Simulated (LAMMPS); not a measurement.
Consider a melt made from Al (fcc), 864 atoms, at 1310 K and 0 GPa, brought to that temperature within a few picoseconds in molecular dynamics.

Method: classical MD, pair style meam, file MoCoNiVFeAlCr_2nn.meam (LAMMPS).

| t (ps) | Green-Kubo integral (mPa s) |
|---|---|
| 0.004000 | 0.120 |
| 0.008000 | 0.197 |
| 0.01200 | 0.271 |
| 0.01600 | 0.339 |
| 0.02000 | 0.402 |
| 0.02400 | 0.460 |
| 0.03200 | 0.559 |
| 0.04000 | 0.638 |
| 0.04800 | 0.702 |
| 0.05600 | 0.754 |
| 0.07200 | 0.831 |
| 0.08800 | 0.882 |
| 0.1040 | 0.920 |
| 0.1280 | 0.963 |
| 0.1560 | 1.00 |
| 0.1880 | 1.03 |
| 0.2280 | 1.04 |
| 0.2800 | 1.04 |
| 0.3400 | 1.02 |
| 0.4120 | 0.983 |
| 0.5000 | 0.940 |
| 0.6080 | 0.924 |
| 0.7360 | 0.941 |
| 0.8920 | 0.904 |
| 1.084 | 0.953 |
| 1.316 | 0.969 |
| 1.596 | 0.901 |
| 1.936 | 0.925 |
| 2.348 | 0.872 |
| 2.852 | 0.829 |
| 3.460 | 0.811 |
| 4.196 | 0.673 |
| 5.092 | 0.651 |
| 6.176 | 0.706 |
| 7.496 | 0.676 |

State found: liquid.

Problem. From these data, give the shear viscosity (Green-Kubo).

Solution. The viscosity is the plateau of the integral. shear viscosity (Green-Kubo): 0.93 ± 0.09 mPa s.
